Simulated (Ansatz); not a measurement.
**How the bulk modulus B0 of PtSb (P6₃/mmc, No. 194, 4 atoms in the cell; start mp-2845) moves with the method**

No measured value is used here.

| level (code) | value (GPa) | cell (Å³/atom) |
|---|---|---|
| LDA (Ansatz) | [?] | 20.19 |
| PBEsol (Ansatz) | 140 | 20.59 |
| r²SCAN (Ansatz) | 137 | 20.89 |

Q: What belongs in the gaps?

A: 
- LDA (Ansatz, a first-principles code), value (GPa): 149

The crystal itself was run without spin with LDA, PBEsol, r²SCAN; a magnetic state was not tried in these runs. Density-functional levels without +SOC have no spin–orbit coupling. LDA, PBEsol, r²SCAN: the bulk modulus is −V dP/dV from two relaxed cells at ±2 % in volume. LDA, PBEsol, r²SCAN: the relaxation could not lower the start's symmetry, so the cell can be a saddle point above a distorted one. Each level is taken at its own relaxed cell. Cutoffs differ between the levels. Ansatz's density-functional and Hartree–Fock values are scalar-relativistic unless marked +SOC, with PAW data made under PBE.

A start named mp-… is a Materials Project structure, which need not be a measured phase.
